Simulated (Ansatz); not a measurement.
MgO: pressure series

Base system: MgO in the rock salt structure (space group Fm-3m, No. 225).

Space group Fm-3m (No. 225); a = 4.2044 Å, b = 4.2044 Å, c = 4.2044 Å, α = 90.00°, β = 90.00°, γ = 90.00°

```csv
atom,site,symmetry,x,y,z
O,4a,m-3m,0.0000,0.0000,0.0000
Mg,4b,m-3m,0.5000,0.5000,0.5000
```
(The calculation used a cell of 2 atoms; values per cell refer to that cell.)

Cell and atoms are relaxed at each pressure.

Computed with r2SCAN/PAW in Ansatz (a program for electronic structure), spin-orbit coupling left out.

```tsv
case	band gap	width of the top valence band	density	shortest interatomic distance
base	5.68 eV	1.78 eV	3.60 g/cm³	3.973 bohr
pressure −2 GPa	5.56 eV	1.76 eV	3.56 g/cm³	3.989 bohr
pressure −1 GPa	5.62 eV	1.77 eV	3.58 g/cm³	3.981 bohr
pressure 3 GPa	5.86 eV	1.81 eV	3.67 g/cm³	3.950 bohr
pressure 7 GPa	6.09 eV	1.86 eV	3.74 g/cm³	3.922 bohr
pressure 15 GPa	6.51 eV	1.93 eV	3.89 g/cm³	3.872 bohr
pressure 30 GPa	7.19 eV	2.06 eV	4.13 g/cm³	3.796 bohr
pressure 50 GPa	7.98 eV	2.20 eV	4.40 g/cm³	3.717 bohr
pressure 75 GPa	8.83 eV	2.35 eV	4.68 g/cm³	3.639 bohr
pressure 100 GPa	9.58 eV	2.49 eV	4.94 g/cm³	3.577 bohr
```

Load acts through the strain it causes; cell and atoms are relaxed under it. Stability against distortions was not tested. Competing high-pressure phases were not computed.
